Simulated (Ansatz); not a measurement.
The starting structures come from a database of crystals and need not be the phases stable at ambient conditions.

Here is the system:

```
MgSe
1.0
    3.86607     0.00000     0.00000
    0.00000     3.86607     0.00000
    1.93304    -1.93304     2.73373
Mg Se
1 1
Direct
  0.00000   0.00000   0.00000
  0.50000   0.50000   0.00000
```

The cell is taken as given.

Transport runs along the normal of the first two printed cell vectors, the (001) plane of the conventional cell.

The gap is the functional's own. No spin-orbit coupling. Mid-gap values are those at the computed energy nearest the middle.

Task: Give the band gap and the smallest decay constant κ at mid-gap that r2SCAN in Ansatz (an electronic-structure program) yields.

Result: Gap 2.48 eV on a 12×12×12 mesh; κ = 0.196 1/Å, at the zone centre.
